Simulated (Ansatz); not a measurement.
Output of an Ansatz run (abridged):

```
WARN the atoms were moved onto the symmetric positions of the space group found under crystal.symmetry.tolerance 1.0e-5 (fractional …
WARN ansatz: RAYON_NUM_THREADS=1 ignored (pool sized by the plan → 1); use --threads N
Pseudopotentials: kind: paw
Pseudopotential: Li, paw, valence charge 3
Pseudopotential: Zn, paw, valence charge 12
Crystal: 4 atoms, lattice volume = 55.095 Å³
Basis set: ecut = 420.4159175005146 eV, 1067 PW (Γ)
Bands: 24, of which v1, the nominal top of the filled ones, is band 20 counted from 1 (19 counted from 0)
Symmetry: 48 space group operations
Space group: Fm-3m (ITA 225), of the structure as read, at distance tolerance 3.8e-5 Å
k-points: 47 of 1000
PAW frozen core: Zn, regenerated for the run's functional, and the local potential with it
Initial density: superposition of atomic densities (neutral atoms: chi_scale 0, normalization atom), corrected by the library's trained network
Initial wavefunctions: pseudopotential atomic-orbital guess
Eigensolver: davidson
Functional: x = slater, c = lda
SCF iter   1: F=—  HF=-9941.096635 eV  |F-HF|=—  |Δ(HF+E_count)|=         —  Δρ=5.00e-3  dr2=7.59e-3  ethr=1.77e-3  ⟨swp⟩=5.5  Hψ=4768  notcnv=0
all-band conjugate gradients solve this SCF's bands
preconditioner: auto → Kerker (q_TF=auto, 2.576 Å⁻¹)
SCF iter   2: F=—  HF=-9941.092111 eV  |F-HF|=—  |Δ(HF+E_count)|=   4.52e-3  Δρ=2.56e-3  dr2=3.38e-3  ethr=1.95e-5  ⟨swp⟩=2.0  Hψ=2307  notcnv=0
SCF iter   3: F=—  HF=-9941.090900 eV  |F-HF|=—  |Δ(HF+E_count)|=   1.21e-3  Δρ=1.87e-3  dr2=9.03e-4  ethr=8.67e-6  ⟨swp⟩=2.0  Hψ=2003  notcnv=0
SCF iter   4: F=—  HF=-9941.090443 eV  |F-HF|=—  |Δ(HF+E_count)|=   4.57e-4  Δρ=5.15e-4  dr2=2.22e-4  ethr=2.32e-6  ⟨swp⟩=2.0  Hψ=1863  notcnv=0
SCF iter   5: F=—  HF=-9941.090371 eV  |F-HF|=—  |Δ(HF+E_count)|=   7.23e-5  Δρ=1.34e-4  dr2=1.35e-5  ethr=5.68e-7  ⟨swp⟩=2.2  Hψ=1919  notcnv=0
SCF iter   6: F=—  HF=-9941.090366 eV  |F-HF|=—  |Δ(HF+E_count)|=   4.41e-6  Δρ=1.13e-4  dr2=6.09e-6  ethr=3.45e-8  ⟨swp⟩=2.0  Hψ=1964  notcnv=0
SCF iter   7: F=—  HF=-9941.090364 eV  |F-HF|=—  |Δ(HF+E_count)|=   1.88e-6  Δρ=3.10e-5  dr2=6.85e-7  ethr=1.56e-8  ⟨swp⟩=2.4  Hψ=2035  notcnv=0
SCF iter   8: F=-9941.090364 eV  HF=-9941.090364 eV  |F-HF|=4.10e-8  |Δ(HF+E_count)|=   1.46e-7  Δρ=1.24e-5  dr2=9.12e-8  ethr=2.56e-10  ⟨swp⟩=4.6  Hψ=5347  notcnv=0
SCF 1 converged in 8 iterations: F = -9941.090364 eV  dr2 = 9.12e-8
SCF converged after 8 iterations
Free energy (F): -9941.090364 eV
Harris-Foulkes:  -9941.090364 eV  (|F-HF|=4.10e-8)
Internal energy: -9941.084784 eV  (E = F + TS)
E sigma→0 (E₀):  -9941.087574 eV
Entropy (-TS):   -0.005581 eV (-1.395 meV/atom)
Fermi energy:    9.405431 eV
--- Per-component energies (eV) ---
  E_band       = 26.075466
  E_kinetic    = 418.454120
  E_local      = -4981.121021  (includes V_loc(G=0)·N_el)
  E_nonlocal   = 1804.394253
  E_hartree    = 2074.530586
  E_xc         = -420.274194
  E_vxc        = -178.158438  (∫ρ·V_xc dr)
  E_paw        = -5275.823681  (= ΣΔE_a)
  E_vpaw       = -1186.540971  (= ΣTr[D̂ρ^β])
  E_aug_tail   = -0.001103  (compensation charges beyond the density's cutoff)
  E_ewald      = -3565.915168
  E_core_change = 4.671424  (= ΣΔE_core)
  E_smearing   = -0.005581  (= −TS)
  E_closure    = -0.000000  (closes the sum)
  Σ components = -9941.090364   (vs F -9941.090364, Δ=0.00e0)
--- Forces (eV/Å), atoms counted from 1 ---
  atom   1  Li    -0.00000000     0.00000000     0.00000000
   [... zero for the other atoms too ...]
  max |Σ_I F_I| component: 5.55e-17 eV/Å
--- Stress (GPa, compression-positive) ---
       -4.951860      -0.000000       0.000000
        0.000000      -4.951860      -0.000000
        0.000000       0.000000      -4.951860
  P = ⅓ Tr σ = -4.9519 GPa (-49.519 kbar)
  The stress holds the Pulay correction. Without it, at fixed plane waves, as pw.x and ABINIT print it: P = -4.9945 GPa
--- Band table (eV; the first three rows and the last of 47) ---
  k-point 0: bands = ["-35.6215", "-0.1498", "1.3506", "1.3506", "1.6273", "1.6273", "1.6273", "1.6477", "1.6477", "1.6477", "2.3323", "2.3323", "2.3760", "2.3760", "2.3760", "2.3771", "2.3771", "12.1008", "12.1008", "12.1008", "12.4329", "12.8949", [...]
  k-point 1: bands = ["-35.6215", "-0.0384", "1.3666", "1.3666", "1.5549", "1.5949", "1.5949", "1.6912", "1.6912", "1.7499", "2.3191", "2.3191", "2.3325", "2.3325", "2.3378", "2.4126", "2.4126", "10.1854", "11.6427", "11.6427", "12.5165", "13.5345", [...]
  k-point 2: bands = ["-35.6214", "0.2842", "1.4138", "1.4138", "1.5092", "1.5617", "1.5617", "1.7543", "1.7543", "1.8916", "2.2353", "2.2463", "2.2463", "2.3222", "2.3222", "2.4343", "2.4343", "8.1531", "11.1481", "11.1481", "12.2609", "13.4352", [...]
  k-point 46: bands = ["-35.6209", "1.3311", "1.3733", "1.4448", "1.5454", "1.6102", "1.8324", "1.9106", "1.9163", "2.0017", "2.1194", "2.1374", "2.1992", "2.3447", "2.4154", "2.5472", "4.6632", "4.7309", "5.3982", "7.0040", "12.2496", "13.6718", [...]
```

The structure:

```
CELL_PARAMETERS angstrom
      0.00000     3.02014     3.02014
      3.02014     0.00000     3.02014
      3.02014     3.02014     0.00000
ATOMIC_POSITIONS crystal
  Li 0.00000 0.00000 0.00000
  Zn 0.25000 0.25000 0.25000
  Zn 0.75000 0.75000 0.75000
  Zn 0.50000 0.50000 0.50000
```

Problem. What input produced this log?

Solution. Other spellings and defaults could give the same log, and not every line can be read from it. The input that was run (DFT, LDA (PW92), plane waves, default PAW files made with PBE):

Ansatz 0.2 input:
```yaml
crystal:
  lattice:
    - [0.000000, 3.020143, 3.020143]
    - [3.020143, 0.000000, 3.020143]
    - [3.020143, 3.020143, 0.000000]
  atoms:
    - { symbol: Li, position_ang: [0.000000, 0.000000, 0.000000] }
    - { symbol: Zn, position_ang: [1.510072, 1.510072, 1.510072] }
    - { symbol: Zn, position_ang: [4.530214, 4.530214, 4.530214] }
    - { symbol: Zn, position_ang: [3.020143, 3.020143, 3.020143] }
basis:
  ecutwfc: 30.9 Ry
kpoints:
  mp_grid: { grid: [10, 10, 10] }
hamiltonian:
  xc: lda
  pseudopotentials: { kind: paw }
scf:
  occupations: { method: gaussian, width: 0.0073 Ry }
output:
  forces: true
  eigenvalues: true
  stress: true
```

The starting cell comes from a database of computed structures (which also holds hypothetical and non-ambient phases and stackings), without a prior relaxation at this level. Its lattice was rescaled by up to half a per cent. With a pressure of about -5 GPa the cell is away from its equilibrium volume at this level. Ansatz's pressure includes its estimate of the finite-basis (Pulay) stress.

Ansatz is a quantum-chemistry and plane-wave program.
